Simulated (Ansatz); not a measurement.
Here is the system:

End structure of the (111) surface of fcc Rh in its 1x1 cell:

```xyz
4
Lattice="2.7082 0.0000 0.0000 -1.3541 2.3454 0.0000 0.0000 0.0000 26.0000" Properties=species:S:1:pos:R:3 pbc="T T T"
Rh     0.0000     1.5636     9.7330
Rh     1.3541     0.7818    11.9106
Rh     0.0000     0.0000    14.0894
Rh     0.0000     1.5636    16.2670
```

Slab: 4 atoms, 6.6 Å thick at the start (thin: gaps and levels are the slab's own); k 12x12x1, smearing 0.1 eV, dipole-corrected; all atoms relaxed; symmetry of the start imposed; no spin, no spin-orbit, no U.

Q: What is the computed work function of the top face (PBE (Ansatz, a first-principles code))?

A: 5.15 eV
